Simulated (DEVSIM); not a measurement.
Device: Si p-i-n diode, at 400 K.

| layer (left to right) | material | thickness (μm) | Nd (cm⁻³) | Na (cm⁻³) | τn (s) | τp (s) |
|---|---|---|---|---|---|---|
| 1 | Si | 1.70 | - | 1.2e17 | 0.00058 | 0.00058 |
| 2 | Si | 2.50 | 1.2e13 | - | 0.00058 | 0.00058 |
| 3 | Si | 1.10 | 1e17 | - | 0.00058 | 0.00058 |

Left contact: ohmic. Right contact: ohmic. Voltage is applied to the left contact. Recombination: SRH at mid-gap, radiative. Mobility is μmin + (μ − μmin)/(1 + (N/Nref)^α).

Constants are typed, rounded textbook-type inputs, not results; the design itself was drawn at random and stands for no fabricated device. Values at 300 K; Nc and Nv go as T^1.5, mobilities as T to minus their exponent, the gap by Varshni's rule with the affinity fixed.

| parameter | Si |
|---|---|
| gap (eV) | 1.124 |
| affinity (eV) | 4.05 |
| permittivity | 11.7 |
| Nc (cm⁻³) | 2.86e19 |
| Nv (cm⁻³) | 3.1e19 |
| μn (cm²/Vs) | 1417 |
| μp (cm²/Vs) | 470 |
| μn,min | 52 |
| μp,min | 45 |
| Nref,n | 9.7e16 |
| Nref,p | 2.2e17 |
| αn | 0.68 |
| αp | 0.72 |
| T exponent of μn | 2.3 |
| T exponent of μp | 2.2 |
| B (cm³/s) | 4.7e-15 |
| Varshni α (eV/K) | 0.000473 |
| Varshni β (K) | 636 |

Simulated with DEVSIM: 1D drift-diffusion, Boltzmann statistics, complete ionisation; no tunnelling, impact ionisation, image-force lowering or self-heating.

The doping Nd of layer 3 was swept, all else fixed.

```tsv
doping Nd of layer 3 (cm^-3)	dark forward voltage at 100 A/cm² (V)	dark forward voltage at 1 A/cm² (V)	potential step across the device at zero bias (V)
3e15	0.545	0.318	0.559
1e16	0.555	0.354	0.601
3e16	0.568	0.386	0.639
1e17	0.585	0.415	0.680
3e17	0.595	0.429	0.718
1e18	0.601	0.435	0.760
3e18	0.602	0.436	0.798
```

From the first row to the last the dark forward voltage at 100 A/cm² goes from 0.545 to 0.602. From the first row to the last the dark forward voltage at 1 A/cm² goes from 0.318 to 0.436.
